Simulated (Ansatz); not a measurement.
We consider CsCl-type RuAl, described by PBE-D3(BJ) (Ansatz, a first-principles code, PAW).

Run with plane-wave cutoff 520 eV, 22×22×22 k mesh, Fermi–Dirac smearing 0.059 eV (set by the program), no spin polarisation, scalar-relativistic PAW data made under PBE.

Computed at the level's own relaxed cell.

Elastic tensor (GPa, Voigt notation, ions relaxed):

```
  341.0   158.2   158.2     0.0     0.0     0.0
  158.2   341.0   158.2     0.0     0.0     0.0
  158.2   158.2   341.0     0.0     0.0     0.0
    0.0     0.0     0.0   139.6     0.0     0.0
    0.0     0.0     0.0     0.0   139.6     0.0
    0.0     0.0     0.0     0.0     0.0   139.6
```

Task: Work out the Voigt, Reuss and Hill averages of the bulk and shear moduli, Young's modulus and Poisson's ratio from the printed constants.

Result: K_V = [C11 + C22 + C33 + 2(C12 + C13 + C23)]/9 = [1023.0 + 2 × 474.6]/9 = 219.1 GPa. G_V = [1023.0 − 474.6 + 3 × 418.8]/15 = 120.3 GPa. From the compliances S = C⁻¹, K_R = 219.1 and G_R = 115.3 GPa. Hill means: K = 219.1, G = 117.8 GPa. E = 9KG/(3K + G) = 300 GPa, ν = (3K − 2G)/(6K + 2G) = 0.27, K/G = 1.86.

Note: the dispersion coefficients are held fixed in the derivatives.

The computed numbers hold no vibrational or temperature effects.
